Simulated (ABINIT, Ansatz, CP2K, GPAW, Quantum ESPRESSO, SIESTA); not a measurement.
**HfGa₄Co (P4/mmm, 6 atoms in the cell) computed with different codes at matched settings**

Self-consistent single point, at a second geometry (lattice scaled by 0.98). First geometry:

```
HfGa4Co
1.0
    4.02791     0.00000     0.00000
    0.00000     4.02791     0.00000
    0.00000     0.00000     6.30101
Hf Ga Co
1 4 1
Direct
  0.00000   0.00000   0.00000
  0.50000   0.00000   0.70679
  0.50000   0.00000   0.29321
  0.00000   0.50000   0.70679
  0.00000   0.50000   0.29321
  0.00000   0.00000   0.50000
```

Shared settings, as Ansatz (a first-principles code) writes them: kpoints.mp_grid.grid = 5 5 3; scf.occupations.method = gaussian; scf.occupations.width = 0.1 eV. Potentials and cutoffs stand in the table.

```json
[
 {"code": "CP2K", "model": "PBEsol, GPW, DZVP-MOLOPT-SR-GTH basis, GTH-PBE potentials (GTH_POTENTIALS)", "ΔF from the first geometry (meV/atom)": "34.2", "pressure (GPa)": "9.92", "largest force (eV/Å)": "0.166", "cutoff": "grid 600 Ry"},
 {"code": "ABINIT", "model": "PBEsol, norm-conserving pseudopotentials (PseudoDojo nc-sr-04 PBEsol standard)", "ΔF from the first geometry (meV/atom)": "32.9", "pressure (GPa)": "9.62", "largest force (eV/Å)": "0.221", "cutoff": "1306 eV"},
 {"code": "Quantum ESPRESSO", "model": "PBEsol, PSlibrary ultrasoft (PBE) pseudopotentials", "ΔF from the first geometry (meV/atom)": "31.4", "pressure (GPa)": "9.13", "largest force (eV/Å)": "0.280", "cutoff": "70 Ry"},
 {"code": "Ansatz", "model": "PBEsol, PAW files made with PBE", "ΔF from the first geometry (meV/atom)": "30.7", "pressure (GPa)": "9.19", "largest force (eV/Å)": "0.230", "cutoff": "420 eV"},
 {"code": "GPAW", "model": "PBEsol, GPAW PAW datasets PBEsol (made by gpaw-setup)", "ΔF from the first geometry (meV/atom)": "40.7", "pressure (GPa)": "11.09", "largest force (eV/Å)": "0.327", "cutoff": "850 eV"},
 {"code": "SIESTA", "model": "GGA PBEsol, numerical atomic orbitals DZP, PseudoDojo PBEsol standard norm-conserving potentials (rewritten from UPF to PSML)", "ΔF from the first geometry (meV/atom)": "33.4", "pressure (GPa)": "9.51", "largest force (eV/Å)": "0.400", "cutoff": "grid 350 Ry"}
]
```

On Ansatz's run: spin-orbit coupling is off. Spin polarisation is off.

The spread over the programs that give each value: ΔF from the first geometry within 10.0 meV/atom; pressure within 1.96 GPa; largest force within 0.234 eV/Å.

CP2K and SIESTA use small atom-centred bases, whose incompleteness enters pressures, forces and empty levels differently from a plane-wave cutoff. Ansatz's pressure is given at a fixed set of plane waves, as the other plane-wave codes print theirs; with its correction for the finite basis it is 9.25 GPa. In the pressure, GPAW (by 1.68) lies more than 1 GPa from the median of the plane-wave programs. In the force vectors, CP2K (by 0.088) and SIESTA (by 0.145) lie more than 0.08 eV/Å from the median of the plane-wave programs.

The shared mesh is coarse (it stands for a supercell whose shortest vector is 19 Å), so the values are not converged in it.

The starting cell comes from a database of computed structures (which also holds hypothetical and non-ambient phases and stackings), without a prior relaxation at this level. Its lattice was rescaled by a random factor within 2.5 % of one. For this run, on top of that: lattice scaled by 0.98.

Left out of this page: Elk and FLEUR (not drawn, or without a comparable value).

Keys are those of Ansatz 0.2.
